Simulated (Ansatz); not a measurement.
BeS (model structure, started from the BeO type, P4₂/mnm, No. 136, 8 atoms in the cell)

Calculation: HSE06 in Ansatz (PAW).

Settings: plane-wave cutoff 460 eV, 4×4×6 k mesh (along the axes of the cell as run), Fermi–Dirac smearing 0.01 eV, scalar-relativistic PAW data made under PBE.

Cell (relaxed with PBEsol):

```cif
data_Be4S4
_chemical_formula_sum 'Be4 S4'
_space_group_name_H-M_alt 'P42/mnm'
_space_group_IT_number 136
_space_group_name_Hall '-P 4n 2n'
_cell_length_a 5.87154
_cell_length_b 5.87154
_cell_length_c 3.44168
_cell_angle_alpha 90.000
_cell_angle_beta 90.000
_cell_angle_gamma 90.000
loop_
_atom_site_label
_atom_site_type_symbol
_atom_site_symmetry_multiplicity
_atom_site_Wyckoff_symbol
_atom_site_fract_x
_atom_site_fract_y
_atom_site_fract_z
_atom_site_occupancy
Be1 Be 4 g 0.16888 0.16888 0.50000 1
S1 S 4 f 0.30872 0.30872 0.00000 1
```

```json
{
  "band_gap": "4.24 eV (indirect)",
  "smallest_direct_gap_on_the_k_points_sampled": "4.96 eV",
  "Γ–Γ gap": "5.11 eV"
}
```

Note: the relaxation could raise the start's symmetry but not lower it, so the cell can be a saddle point; cell and atoms aren't relaxed at this level (pressure 0.9 GPa).

Computed values are for the static lattice.

It cost roughly 3 core-minutes of CPU time.

A model structure was made by putting elements into a prototype or built by hand; it is no filed structure, need not be a known phase, and can be a saddle point held by its symmetry.

Ansatz is a first-principles code.
